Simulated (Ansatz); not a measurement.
## A computed series for MoS2: response to strain

Take MoS₂ (space group P6_3/mmc, No. 194; layered, stacked along the Cartesian z axis) as the base.

```
CELL_PARAMETERS angstrom
      3.10900     0.00000     0.00000
     -1.55450     2.69247     0.00000
      0.00000     0.00000    11.70898
ATOMIC_POSITIONS crystal
  Mo 0.66667 0.33333 0.25000
  Mo 0.33333 0.66667 0.75000
  S  0.66667 0.33333 0.88351
  S  0.33333 0.66667 0.38351
  S  0.33333 0.66667 0.11649
  S  0.66667 0.33333 0.61649
```

Cartesian axes are those of the cell as printed.

Strains are applied to the cell and any free atomic positions relax.

Level of theory: PBEsol-D3(BJ)/PAW in Ansatz (an electronic-structure program), scalar-relativistic without spin-orbit coupling.

Notes on the quantities. energy relative to the base: free energy F.

```json
[
 {"uniaxial strain ε_zz (%)": "0", "energy relative to the base (meV/atom)": "0.0"},
 {"uniaxial strain ε_zz (%)": "0.6", "energy relative to the base (meV/atom)": "?"},
 {"uniaxial strain ε_zz (%)": "1.2", "energy relative to the base (meV/atom)": "0.7"},
 {"uniaxial strain ε_zz (%)": "1.8", "energy relative to the base (meV/atom)": "1.5"},
 {"uniaxial strain ε_zz (%)": "2.4", "energy relative to the base (meV/atom)": "2.5"},
 {"uniaxial strain ε_zz (%)": "3", "energy relative to the base (meV/atom)": "3.8"}
]
```

Problem. Fit ΔE = Aε² + Bε³ (ε in %) to the rows shown and predict the withheld row.

Solution. Least squares on the printed values gives A = 0.513 and B = -0.031 meV/atom (largest residual 0.0 meV/atom); this predicts 0.2 meV/atom, and the run gives 0.2 meV/atom, in agreement.

Stability against distortions was not tested.
